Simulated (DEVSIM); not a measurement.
Structure: abrupt In0.53Ga0.47As p-n junction, at 400 K.

| layer (left to right) | material | thickness (μm) | Nd (cm⁻³) | Na (cm⁻³) | τn (s) | τp (s) |
|---|---|---|---|---|---|---|
| 1 | In0.53Ga0.47As | 1.40 | - | 7.1e14 | 4.1e-10 | 4.1e-10 |
| 2 | In0.53Ga0.47As | 13.0 | 1.7e15 | - | 4.1e-10 | 4.1e-10 |

Left contact: ohmic. Right contact: ohmic. Voltage is applied to the left contact. Recombination: SRH at mid-gap, Auger. Mobility is μmin + (μ − μmin)/(1 + (N/Nref)^α).

This is a model device: material constants are rounded textbook-type values typed into the input, and sizes, dopings and lifetimes were drawn at random. Values at 300 K; Nc and Nv go as T^1.5, mobilities as T to minus their exponent, the gap by Varshni's rule with the affinity fixed.

```tsv
parameter	In0.53Ga0.47As
gap (eV)	0.74
affinity (eV)	4.51
permittivity	13.9
Nc (cm⁻³)	2.1e17
Nv (cm⁻³)	7.7e18
μn (cm²/Vs)	12000
μp (cm²/Vs)	300
μn,min	300
μp,min	10
Nref,n	1.3e17
Nref,p	4.9e17
αn	0.48
αp	0.4
T exponent of μn	1.6
T exponent of μp	1.6
Cn (cm⁶/s)	5e-29
Cp (cm⁶/s)	5e-29
Varshni α (eV/K)	0.00035
Varshni β (K)	190
```

DEVSIM, 1D drift-diffusion, Boltzmann statistics, complete ionisation; no tunnelling, impact ionisation, image-force lowering or self-heating.

Question: Tabulate band edges, carrier densities and field at 0.7 V on the left contact.

Answer: Energies count from the Fermi level of the right contact; mesh points crowd at the junctions.

```json
[
 {"x (μm)": "0.000", "Ec (eV)": "-0.325", "Ev (eV)": "-1.035", "n (cm⁻³)": "6.2e12", "p (cm⁻³)": "7.2e14", "field (V/cm)": "1500"},
 {"x (μm)": "0.02772", "Ec (eV)": "-0.321", "Ev (eV)": "-1.031", "n (cm⁻³)": "4.4e13", "p (cm⁻³)": "7.3e14", "field (V/cm)": "1500"},
 {"x (μm)": "0.09078", "Ec (eV)": "-0.312", "Ev (eV)": "-1.021", "n (cm⁻³)": "1.1e14", "p (cm⁻³)": "7.6e14", "field (V/cm)": "1500"},
 {"x (μm)": "0.2196", "Ec (eV)": "-0.294", "Ev (eV)": "-1.004", "n (cm⁻³)": "2.2e14", "p (cm⁻³)": "8.3e14", "field (V/cm)": "1300"},
 {"x (μm)": "0.6560", "Ec (eV)": "-0.247", "Ev (eV)": "-0.957", "n (cm⁻³)": "4.2e14", "p (cm⁻³)": "1.1e15", "field (V/cm)": "870"},
 {"x (μm)": "1.068", "Ec (eV)": "-0.218", "Ev (eV)": "-0.928", "n (cm⁻³)": "6.1e14", "p (cm⁻³)": "1.2e15", "field (V/cm)": "500"},
 {"x (μm)": "1.256", "Ec (eV)": "-0.213", "Ev (eV)": "-0.922", "n (cm⁻³)": "7.8e14", "p (cm⁻³)": "1.1e15", "field (V/cm)": "-11"},
 {"x (μm)": "1.364", "Ec (eV)": "-0.217", "Ev (eV)": "-0.926", "n (cm⁻³)": "1.1e15", "p (cm⁻³)": "8.6e14", "field (V/cm)": "-860"},
 {"x (μm)": "1.397", "Ec (eV)": "-0.220", "Ev (eV)": "-0.930", "n (cm⁻³)": "1.2e15", "p (cm⁻³)": "7.4e14", "field (V/cm)": "-1300"},
 {"x (μm)": "1.422", "Ec (eV)": "-0.223", "Ev (eV)": "-0.933", "n (cm⁻³)": "1.4e15", "p (cm⁻³)": "6.5e14", "field (V/cm)": "-1000"},
 {"x (μm)": "1.480", "Ec (eV)": "-0.227", "Ev (eV)": "-0.937", "n (cm⁻³)": "1.6e15", "p (cm⁻³)": "5.2e14", "field (V/cm)": "-450"},
 {"x (μm)": "1.676", "Ec (eV)": "-0.228", "Ev (eV)": "-0.937", "n (cm⁻³)": "1.9e15", "p (cm⁻³)": "3.4e14", "field (V/cm)": "220"},
 {"x (μm)": "2.025", "Ec (eV)": "-0.217", "Ev (eV)": "-0.926", "n (cm⁻³)": "1.9e15", "p (cm⁻³)": "2.0e14", "field (V/cm)": "330"},
 {"x (μm)": "2.841", "Ec (eV)": "-0.190", "Ev (eV)": "-0.899", "n (cm⁻³)": "1.8e15", "p (cm⁻³)": "6.1e13", "field (V/cm)": "330"},
 {"x (μm)": "5.592", "Ec (eV)": "-0.101", "Ev (eV)": "-0.811", "n (cm⁻³)": "1.7e15", "p (cm⁻³)": "3.5e12", "field (V/cm)": "320"},
 {"x (μm)": "9.712", "Ec (eV)": "0.031", "Ev (eV)": "-0.679", "n (cm⁻³)": "1.7e15", "p (cm⁻³)": "2.6e12", "field (V/cm)": "320"},
 {"x (μm)": "12.34", "Ec (eV)": "0.115", "Ev (eV)": "-0.595", "n (cm⁻³)": "1.7e15", "p (cm⁻³)": "2.6e12", "field (V/cm)": "320"},
 {"x (μm)": "13.46", "Ec (eV)": "0.151", "Ev (eV)": "-0.559", "n (cm⁻³)": "1.7e15", "p (cm⁻³)": "2.6e12", "field (V/cm)": "320"},
 {"x (μm)": "14.09", "Ec (eV)": "0.171", "Ev (eV)": "-0.538", "n (cm⁻³)": "1.7e15", "p (cm⁻³)": "2.6e12", "field (V/cm)": "320"},
 {"x (μm)": "14.28", "Ec (eV)": "0.177", "Ev (eV)": "-0.533", "n (cm⁻³)": "1.7e15", "p (cm⁻³)": "2.6e12", "field (V/cm)": "320"},
 {"x (μm)": "14.36", "Ec (eV)": "0.179", "Ev (eV)": "-0.530", "n (cm⁻³)": "1.7e15", "p (cm⁻³)": "2.6e12", "field (V/cm)": "320"},
 {"x (μm)": "14.40", "Ec (eV)": "0.181", "Ev (eV)": "-0.529", "n (cm⁻³)": "1.7e15", "p (cm⁻³)": "2.6e12", "field (V/cm)": "320"}
]
```
